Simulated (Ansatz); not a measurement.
## Short convergence ladders for Ag (Fm-3m, 1 atom in the cell)

```yaml
crystal:
  lattice:
    - [0.00000, 2.05523, 2.05523]
    - [2.05523, 0.00000, 2.05523]
    - [2.05523, 2.05523, 0.00000]
  atoms:
    - { symbol: Ag, position: [0.00000, 0.00000, 0.00000] }
```

Base method: PBE (plane waves, PAW; Ansatz, a first-principles code).

Base settings: basis.ecutwfc = 420 eV; kpoints.mp_grid.grid = 14 14 14; hamiltonian.xc = pbe; hamiltonian.pseudopotentials = {kind: paw} (the program's default PAW files); scf.occupations.method = fermi_dirac; scf.occupations.width = 0.1 eV.

The count of work is k-points × plane waves × bands × iterations; it is no time. 

**The cutoff for other potential files**

Level: DFT, PBE, plane waves, harder PAW files (source: ansatz).

In this ladder: hamiltonian.pseudopotentials = {kind: paw, source: ansatz}.

The second cell is the first with its lattice scaled by 0.98.

The mesh stays at the base's, so the ladder's end is converged at best in this setting alone.

The first pressure column holds Ansatz's estimate of the finite-basis (Pulay) stress, which hides part of the cutoff error; the other is without it.

Only quantities that move along the ladder and can be compared are tabulated.

```csv
basis.ecutwfc,free energy less the last step's (meV/atom),energy of the compressed cell less the first (meV/atom),pressure (GPa),pressure without the Pulay estimate (GPa),count of work / last
215 eV,18407.17,277.16,33.73,-734.14,0.13
265 eV,3550.84,49.41,4.30,-195.02,0.14
335 eV,277.89,28.69,1.70,-21.13,0.21
410 eV,6.12,40.27,2.75,1.86,0.27
480 eV,1.18,40.16,2.74,2.73,0.34
575 eV,0.49,40.20,2.75,2.74,0.44
720 eV,0.24,40.19,2.75,2.74,0.62
960 eV,0.00,40.19,2.75,2.74,1.0
```

Coarsest basis.ecutwfc that holds the pressure within 0.05 GPa of the last step, with all finer ones: 410 eV, at 0.27 of the last step's count of work; the step before is off by 1.0 GPa.

Coarsest basis.ecutwfc that holds the free energy within 2 meV/atom of the last step, with all finer ones: 480 eV, at 0.34 of the last step's count of work; the step before is off by 6.1 meV/atom.

Coarsest basis.ecutwfc that holds the pressure without the Pulay estimate within 0.1 GPa of the last step, with all finer ones: 480 eV, at 0.34 of the last step's count of work; the step before is off by 0.88 GPa.

The energy difference between the two cells stays within 1 meV/atom of the last step's from 410 eV on, the total only from 575 eV on: much of the error is common to both cells and cancels.

At the lowest cutoff the pressure without the Pulay estimate lies 737 GPa under the last step's, the usual sign of Pulay stress in an incomplete plane-wave basis.

**The cutoff for other potential files**

Level: DFT, PBE, plane waves, norm-conserving files (source: ansatz).

In this ladder: hamiltonian.pseudopotentials = {kind: nc, source: ansatz}.

The second cell is the first with its lattice scaled by 0.98.

The mesh stays at the base's, so the ladder's end is converged at best in this setting alone.

The first pressure column holds Ansatz's estimate of the finite-basis (Pulay) stress, which hides part of the cutoff error; the other is without it.

Only quantities that move along the ladder and can be compared are tabulated.

| basis.ecutwfc | free energy less the last step's (meV/atom) | energy of the compressed cell less the first (meV/atom) | pressure (GPa) | pressure without the Pulay estimate (GPa) | count of work / last |
|---|---|---|---|---|---|
| 430 eV | 15078.25 | 37.08 | -1.85 | -511.72 | 0.12 |
| 530 eV | 3862.32 | 34.44 | 2.49 | -186.20 | 0.16 |
| 670 eV | 338.25 | 38.60 | 2.28 | -25.55 | 0.21 |
| 815 eV | 9.57 | 40.05 | 2.72 | 1.29 | 0.29 |
| 960 eV | 1.16 | 40.14 | 2.73 | 2.73 | 0.37 |
| 1150 eV | 0.54 | 40.15 | 2.73 | 2.73 | 0.45 |
| 1440 eV | 0.26 | 40.15 | 2.73 | 2.72 | 0.64 |
| 1920 eV | 0.00 | 40.15 | 2.74 | 2.73 | 1.0 |

Coarsest basis.ecutwfc that holds the energy of the compressed cell less the first within 0.5 meV/atom of the last step, with all finer ones: 815 eV, at 0.29 of the last step's count of work; the step before is off by 1.5 meV/atom.

Coarsest basis.ecutwfc that holds the pressure within 1 GPa of the last step, with all finer ones: 530 eV, at 0.16 of the last step's count of work; the step before is off by 4.6 GPa.

Coarsest basis.ecutwfc that holds the free energy within 2 meV/atom of the last step, with all finer ones: 960 eV, at 0.37 of the last step's count of work; the step before is off by 9.6 meV/atom.

The energy difference between the two cells stays within 1 meV/atom of the last step's from 815 eV on, the total only from 1150 eV on: much of the error is common to both cells and cancels.

At the lowest cutoff the pressure without the Pulay estimate lies 514 GPa under the last step's, the usual sign of Pulay stress in an incomplete plane-wave basis.

**The relaxed cell against the cutoff**

In this ladder: relax = cell and atoms.

The mesh stays at the base's, so the ladder's end is converged at best in this setting alone.

Only quantities that move along the ladder and can be compared are tabulated.

| basis.ecutwfc | relaxed volume (Å³/atom) | relaxation steps |
|---|---|---|
| 210 eV | 20.665 | 109 |
| 250 eV | 18.168 | 24 |
| 295 eV | 17.768 | 14 |
| 355 eV | 17.842 | 7 |
| 420 eV | 17.852 | 5 |
| 505 eV | 17.848 | 5 |
| 630 eV | 17.850 | 5 |
| 840 eV | 17.850 | 5 |

Coarsest basis.ecutwfc that holds the relaxed volume within 0.089 Å³/atom of the last step, with all finer ones: 295 eV; the step before is off by 0.32 Å³/atom.

At the lowest cutoff the cell relaxes to a volume 16 % larger than at the highest. Ansatz relaxes on a stress corrected for the finite basis.

On the base run: the starting cell has typed, rounded lattice constants, without a prior relaxation at this level. Its lattice was rescaled by up to half a per cent.

Keys are those of Ansatz 0.2.
